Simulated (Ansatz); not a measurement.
The parent structure is PbTe in the rock salt structure (space group Fm-3m, No. 225; a = 6.535 Å).

Computed with Ansatz (a program for electronic structure) r2SCAN, no SOC, earlier PAW set.

Before the change:

The band gap is 1.10 eV, the hole mass is 0.57 mₑ along k, 0.088 mₑ across (at L) and the lattice parameter a is 6.535 Å.

Perturbation: a hydrostatic pressure of 0.3 GPa.

Question: Estimate the effect on the band gap, hole mass and lattice parameter a.

Answer: The band gap falls by 0.014 eV, from 1.10 eV to 1.08 eV; the hole mass becomes 0.56 mₑ along k, 0.086 mₑ across (at L) (base: 0.57 mₑ along k, 0.088 mₑ across (at L)); the lattice parameter a shrinks by 0.015 Å to 6.520 Å.

With Pb and Te present, leaving out spin-orbit coupling can change the band edges. Load acts through the strain it causes; cell and atoms are relaxed under it. Masses are band curvatures over ±0.01 Å⁻¹ around the edge. Along k means along the line from Γ to the band edge. No phonon test of stability was made.
